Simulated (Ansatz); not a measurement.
# Pressure series in WS2

Base system: WS$_{2}$ (space group P6_3/mmc, No. 194; a = 3.154 Å, c = 12.141 Å; layered, stacked along the Cartesian z axis).

Cell and atoms are relaxed at each pressure.

Level of theory: PBE-D3(BJ)/PAW in Ansatz (an electronic-structure program), spin-orbit coupling left out.

Candidates:
(a) pressure −1 GPa
(b) pressure 0.3 GPa
(c) pressure 10 GPa
(d) pressure 1.5 GPa
(e) pressure 3 GPa

Base values:

| Item | Result |
|---|---|
| Band gap | 0.88 eV |

Question: Order them by band gap, highest first.

Answer: (a) pressure −1 GPa (0.98 eV), (b) pressure 0.3 GPa (0.86 eV), (d) pressure 1.5 GPa (0.78 eV), (e) pressure 3 GPa (0.70 eV), (c) pressure 10 GPa (0.42 eV)

With W present, leaving out spin-orbit coupling can change the band edges. Load acts through the strain it causes; cell and atoms are relaxed under it. Stability against distortions was not tested. Competing high-pressure phases were not computed.
